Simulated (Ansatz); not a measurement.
Given:

```xyz
2
Lattice="1.2373 0.7143 2.6791 -1.2373 0.7143 2.6791 0.0000 -1.4287 2.6791" Properties=species:S:1:pos:R:3 pbc="T T T"
B      0.0000     0.0000     8.0486
N      0.0000     0.0000     2.6607
```

Method: PBEsol+D3BJ, rigid bands (plane waves, PAW, scalar-relativistic; Ansatz, a first-principles code). Condition of this run: hydrostatic pressure 15 GPa (the target of the relaxation). Geometry: cell and atoms relaxed with PBEsol+d3bj, then loaded as said.

Predict the hole conductivity mass (n e² τ/σ) at 300 K, by direction if it differs.

0.76 (x), 0.76 (y), 0.94 (z) mₑ.

What conductivity effective mass do dilute electrons have at 300 K?

0.39 (x), 0.39 (y), 0.47 (z) mₑ.

And the band gap?

3.44 eV at this level; semilocal functionals usually fall short of the measured gap.

Rigid bands, one relaxation time for all states, no polarons. Spin-orbit coupling is left out. Geometry: cell and atoms relaxed with PBEsol+D3(BJ).
